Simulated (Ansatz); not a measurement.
Base system: BiB in the CsCl type structure (space group Pm-3m, No. 221; a = 3.3094 Å; a hypothetical phase, not in the database extracts checked; relaxed with 0.1 eV smearing). Axes: x, y, z lie along the cube axes.

Structures relaxed with Ansatz (an electronic-structure program) PBEsol, no SOC.

Base:

Simulated powder pattern, Cu Kα1, λ = 1.54056 Å (kinematic, ideal powder, no thermal factors, no anomalous dispersion; the 14 strongest lines at most, above 2 %, up to 2θ = 90°):

```csv
2θ (°),I/Imax (%),hkl
26.92,100,(100)
38.44,94,(110)
47.55,30,(111)
55.49,17,(200)
62.73,41,(210)
69.52,34,(211)
82.34,11,(220)
88.58,21,(221)
```

One thing is altered: biaxial strain +4.04 %, plane normal [111], relaxed out of plane (Cartesian); in-plane vectors clamped, the third vector and the atoms free.

After the change:

Simulated powder pattern, Cu Kα1, λ = 1.54056 Å (kinematic, ideal powder, no thermal factors, no anomalous dispersion; the 14 strongest lines at most, above 2 %, up to 2θ = 90°):

```tsv
2θ (°)	d (Å)	I/Imax (%)	hkl
26.77	3.327	100	(100)
36.89	2.435	52	(1 0 -1)
39.52	2.278	43	(110)
46.16	1.965	24	(1 1 -1)
50.53	1.805	6.3	(111)
55.17	1.664	17	(200)
60.50	1.529	22	(2 0 -1)
64.18	1.450	19	(210)
66.46	1.406	9.7	(1 1 -2)
68.22	1.374	18	(2 1 -1)
73.40	1.289	7.3	(211)
78.51	1.217	6.2	(2 0 -2)
84.72	1.143	9.2	(2 1 -2)
87.99	1.109	8.6	(300)
```

The indices refer to the base's conventional cell; one index is shown for lines that coincide. The space group is now R-3m (No. 166).

Whether these cells are dynamically stable was not tested. All final runs are without spin polarisation.
